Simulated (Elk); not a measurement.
A self-consistent single point of Nb6AlGe (Pm-3, 8 atoms in the cell) with Elk.

Method: PBEsol, all-electron FP-LAPW, Elk's shipped species files, APW+lo basis with extra local orbitals run with Elk.

```
Nb6AlGe
1.0
    5.21768     0.00000     0.00000
    0.00000     5.21768     0.00000
    0.00000     0.00000     5.21768
Al Nb Ge
1 6 1
Direct
  0.50000   0.50000   0.50000
  0.00000   0.50000   0.74995
  0.00000   0.50000   0.25005
  0.74995   0.00000   0.50000
  0.25005   0.00000   0.50000
  0.50000   0.74995   0.00000
  0.50000   0.25005   0.00000
  0.00000   0.00000   0.00000
```

Reference input (self-consistent single point, DFT, LDA (PW92), all-electron FP-LAPW, Elk's shipped species files, APW+lo basis with extra local orbitals): rgkmax = 7.5; swidth = 0.00367493 Ha; ngridk = 5 5 5; tforce = true; gmaxvr = 18 1/bohr; lmaxapw = 10; lmaxo = 8; nxlo = 2; lorbcnd = true; lradstp = 2; nrmtscf = 2; lmaxi = 4. This run's input differs from it in these lines:

```diff
@@ -2,2 +2,5 @@
   0
+
+xctype
+  22
```

Log, with long lists cut:

```
│ Self-consistent loop started │
│ Loop number : 1 │
 total energy                :     -25240.6152959
│ Loop number : 2 │
 total energy                :     -25241.3654497
RMS change in Kohn-Sham potential (target) :   0.1961772323     (  0.1000000000E-05)
Absolute change in total energy (target)   :   0.7501537441     (  0.1000000000E-03)
│ Loop number : 3 │
 total energy                :     -25241.8982147
RMS change in Kohn-Sham potential (target) :   0.1906211608     (  0.1000000000E-05)
Absolute change in total energy (target)   :   0.7203034884     (  0.1000000000E-03)
│ Loop number : 4 │
   [... lines left out ...]
Absolute change in total energy (target)   :   0.4479947529E-03 (  0.1000000000E-03)
│ Loop number : 15 │
 total energy                :     -25250.3793918
RMS change in Kohn-Sham potential (target) :   0.1910887995E-06 (  0.1000000000E-05)
Absolute change in total energy (target)   :   0.1249923735E-03 (  0.1000000000E-03)
│ Loop number : 16 │
 total energy                :     -25250.3793971
RMS change in Kohn-Sham potential (target) :   0.8006122446E-07 (  0.1000000000E-05)
Absolute change in total energy (target)   :   0.3650103827E-04 (  0.1000000000E-03)
Convergence targets achieved

│ Loop number : 17 │

Energies :
 Fermi                       :     0.397737139421
 total energy                :     -25250.3793921

Density of states at Fermi energy :    311.5136072
 (states/Hartree/unit cell)

Estimated indirect band gap :   0.1877856501E-02
 from k-point      3 to k-point      2
Estimated direct band gap   :   0.5255496130E-02
 at k-point      7

Charges :
 core                        :    190.0000000
 valence                     :    101.0000000
 interstitial                :    16.12504739
 muffin-tins (core leakage)
  species :    1 (Al)
   atom    1                 :    11.29615728     (  0.4870824992E-03)
  species :    2 (Nb)
   atom    1                 :    38.82374258     (  0.3160902839E-05)
   atom    2                 :    38.82374258     (  0.3160902839E-05)
   [... lines left out ...]
   total force               :    -0.00000000   -0.00012959    0.00000000
   total magnitude           :     0.00012959
 species :    3 (Ge)
  atom :    1
   Hellmann-Feynman          :     0.00000000    0.00000000    0.00000000
   IBS                       :    -0.00000000    0.00000000    0.00000000
   total force               :     0.00000000    0.00000000    0.00000000
   total magnitude           :     0.00000000
```

The run converged in 17 iterations. The count includes the last loop, which Elk runs after its targets are met. 

The starting cell comes from a database of computed structures (which also holds hypothetical and non-ambient phases and stackings), without a prior relaxation at this level. Its lattice was rescaled by a random factor within 2.5 % of one. Spin polarisation is off. Values depend on the basis (sphere radii, cutoffs, local orbitals), which need not be converged. The log's line on a gap gives a spacing of levels on this mesh, which the program prints for metals too.

Cost on one core of a shared machine: roughly 7 min.
